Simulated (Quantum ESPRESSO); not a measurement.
## Equation of state of bcc W (space group 229): energy against volume (Quantum ESPRESSO, PBE)

```
CELL_PARAMETERS angstrom
     -1.55191     1.55191     1.55191
      1.55191    -1.55191     1.55191
      1.55191     1.55191    -1.55191
ATOMIC_POSITIONS crystal
  W  0.00000 0.00000 0.00000
```

Method: PBE, PSlibrary PAW (PBE) pseudopotentials (plane waves; Quantum ESPRESSO). Settings: ecutwfc = 72 Ry; ecutrho = 648 Ry; occupations = smearing; smearing = fd; degauss = 0.0036749 Ry; potentials = {W: W.pbe-spn-kjpaw_psl.1.0.0.UPF}; K_POINTS = automatic 26 26 26 0 0 0; conv_thr = 1e-10 Ry. The cell above is the first row's. The rows scale it uniformly. In all rows the k mesh is held. E is the free energy at the stated smearing, counted from the lowest row.

```csv
V (Å^3/atom),E (meV/atom)
14.951,80.15
15.276,37.95
15.601,11.78
15.926,0.00
16.251,1.17
16.576,14.02
16.901,37.38
17.226,70.22
17.551,?
```

Using the third-order Birch-Murnaghan form, a cubic in V^(-2/3), estimate the missing E at V = 17.551 from the other rows, showing the fit.

With u = V^(-2/3) - 0.157, the rows have u = 0.007773, 0.005428, 0.003164, 0.000978, -0.001136, -0.003180, -0.005158, -0.007074. Least squares gives E = -0.995 - 340.17·u + 1380578·u² + 789677·u³. Residuals (row less fit): 0.004, -0.011, 0.005, 0.006, -0.002, -0.002, -0.001, 0.002; standard error 0.008 (degrees of freedom: 4). Its minimum lies at u = 0.000123, so V0 = (0.157123)^(-3/2) = 16.06. There d²E/du² = 2762000 and d³E/du³ = 4738000, so B0 = (4/9) × 16.06^(-7/3) × 2762000 × 0.160218 = 302 GPa (the last factor turns the table's units into GPa), and B0' = 4 + (2/3) × 0.157123 × (4738000)/2762000 = 4.2. The program's pressures in the fitted runs (not shown) pass through zero at V = 16.05, 0.02 % from this V0. At the withheld row, u = -0.008931, so E = -0.995 - 340.17 × (-0.008931) + 1380578 × (-0.008931)² + 789677 × (-0.008931)³ = 111.599 meV/atom. The calculation gives 111.59 meV/atom, 0.009 meV/atom below the prediction (under 0.05 % of the range of E in the table). The row lies outside the fitted rows, so this is an extrapolation. From the scatter of the fitted rows alone, a prediction at this place has a standard error of 0.018 meV/atom, so the miss is 0.5 times that.

Carrying the step between the two nearest rows on in a straight line would have given 103.06, off by 8.53; series whose last step already gives the withheld value aren't shown. The scan was laid around a cell of about the measured size, scaled by a guess for this functional. Spin polarisation is off. Spin-orbit coupling is off. Cutoffs and mesh are single choices, not tested for convergence of this quantity. Series with a scatter that would blur these digits, or in which a gap closes, are not shown. Nor are scans whose minimum lies at an end fitted in this form.
